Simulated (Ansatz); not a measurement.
System: Rh-vacancy pair (Rh on one host Ru site, one Ru site vacant) in hcp Ru (neutral cell). The step: direct exchange of Rh with the vacancy (Rh-vacancy distance between ideal sites 2.72 Å throughout); the atom moves 2.72 Å along (-1.00, 0.00, 0.00) of the unit cell; the moving atom starts with neighbours 4 Ru at 2.67, 2 Ru at 2.68, 3 Ru at 2.72, Ru at 2.73, Ru at 2.76 Å and ends with 4 Ru at 2.67, 2 Ru at 2.68, 3 Ru at 2.72, Ru at 2.73, Ru at 2.76 Å. A PBE band in Ansatz (plane-wave PAW, a 2×2×2 k-point mesh shifted by half a step along c, 36 host sites, 22 SCF runs with any check of the saddle's order, static, no finite-size correction) gives a forward barrier of 2.13 eV. The saddle point's order was not checked, and it lies on a symmetry element of the cell, where a band can be held. Forms of the defect that were not tried may lie lower. The start lies 0.047 eV above the lowest site run (PBE).

Single points at the band's start and saddle point can refine it. Rough cost of one point, in units of the band's mean SCF on the same machine:

```json
[
 {"Level": "PBE, a 4×4×4 k-point mesh shifted by half a step along c", "Cost of one point": "about 6"},
 {"Level": "r2SCAN at 500 eV, a 2×2×2 k-point mesh shifted by half a step along c", "Cost of one point": "about 3"}
]
```

Which of these move the barrier by more than 0.1 eV, and how far does each move it?

PBE, a 4×4×4 k-point mesh shifted by half a step along c: -0.15 eV; r2SCAN at 500 eV, a 2×2×2 k-point mesh shifted by half a step along c: +0.01 eV. Each functional is compared with PBE at the same k-points.

Ansatz is an electronic-structure program.
